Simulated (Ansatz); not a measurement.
# Cu on a Pt site (surface) in a 3x3 cell of the 1x1 (111) surface of fcc Pt

These are PBE (plane waves to 420 eV, PAW; Ansatz, a first-principles code) values and carry that method's errors.

Model: 36-atom slab, 6.9 Å thick at the start (thin: gaps and levels are the slab's own), 4x4x1 mesh, Fermi-Dirac 0.1 eV, dipole correction, 9 atoms held, the rest relaxed; start symmetry kept, larger cells not searched; no spin, no spin-orbit, no U.

```json
{
 "formation energy against fcc Cu, fcc Pt": "-0.009 eV",
 "work_function_of_the_top_face": "5.60 eV",
 "change_of_the_work_function": "-0.081 eV",
 "change_of_the_step_from_the_bottom_to_the_top_vacuum_level_against_the_clean_slab": "-0.087 eV",
 "energy_released_by_relaxation": "0.051 eV",
 "largest_move_of_a_host_atom": "0.04 Å"
}
```
